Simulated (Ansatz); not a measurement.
# Response to strain in SnO

The parent structure is SnO (space group P4/nmm, No. 129; layered, stacked along the Cartesian z axis; relaxed with 0.1 eV smearing).

```
CELL_PARAMETERS angstrom
      3.76851     0.00000     0.00000
      0.00000     3.76851     0.00000
      0.00000     0.00000     4.55708
ATOMIC_POSITIONS crystal
  Sn 0.50000 0.00000 0.74617
  Sn 0.00000 0.50000 0.25383
  O  0.50000 0.50000 0.00000
  O  0.00000 0.00000 0.00000
```

Cartesian axes are those of the cell as printed.

Strains are applied to the cell and any free atomic positions relax; under biaxial strain the out-of-plane vector relaxes too.

Calculations: PBEsol-D3(BJ) in Ansatz (plane waves to 420 eV, PAW, spin-orbit coupling left out).

Notes on the quantities. in-plane stress: mean in-plane stress (compression positive).

| change | out-of-plane strain | in-plane stress | shortest interatomic distance |
|---|---|---|---|
| base | – | – | 2.211 Å |
| biaxial strain +0.60 %, plane normal [001], relaxed out of plane | -0.39 % | … | … |
| biaxial strain +1.20 %, plane normal [001], relaxed out of plane | -0.80 % | -2.0 GPa | 2.222 Å |
| biaxial strain +1.80 %, plane normal [001], relaxed out of plane | -1.23 % | -3.0 GPa | 2.227 Å |
| biaxial strain +2.40 %, plane normal [001], relaxed out of plane | -1.69 % | -3.9 GPa | 2.232 Å |
| biaxial strain +3.00 %, plane normal [001], relaxed out of plane | -2.17 % | -4.8 GPa | … |

Task: Fill in the withheld entries from the trend.

Result: 
- biaxial strain +0.60 %, plane normal [001], relaxed out of plane, in-plane stress: -1.0 GPa
- biaxial strain +0.60 %, plane normal [001], relaxed out of plane, shortest interatomic distance: 2.216 Å
- biaxial strain +3.00 %, plane normal [001], relaxed out of plane, shortest interatomic distance: 2.238 Å

Stability against distortions was not tested. The final runs are not spin-polarised.

Ansatz is an electronic-structure program.
